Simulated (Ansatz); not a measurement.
The parent structure is LiF in the rock salt structure (space group Fm-3m, No. 225; a = 4.008 Å).

Computed with DFT with PBEsol, PAW potentials and a 420 eV plane-wave cutoff in Ansatz (a first-principles code), no spin-orbit coupling.

Its conduction minimum is a single valley at Γ with mass 0.88 mₑ.

The change: 0.0322 electrons added to each cell, a density of 2.0×10^21 cm⁻³, with a uniform compensating background at fixed cell and a 300 K Fermi–Dirac width.

Problem. Where would a parabolic band put the Fermi level, and where does the calculation put it?

Solution. k_F = (3π²n)^(1/3) = 0.390 Å⁻¹, so ħ²k_F²/2m = 0.65 eV above the band edge at zero temperature. The calculation gives 0.60 eV (to 0.05 eV), close to the parabolic estimate.

Charged cell with a jellium background: band edges are those of the host's band count, energies are not comparable with the neutral cell, and many-body gap narrowing is missing. The levels and masses belong to the bands next to the band gap. Masses are band curvatures over ±0.01 Å⁻¹ around the edge. Whether these cells are dynamically stable was not tested.
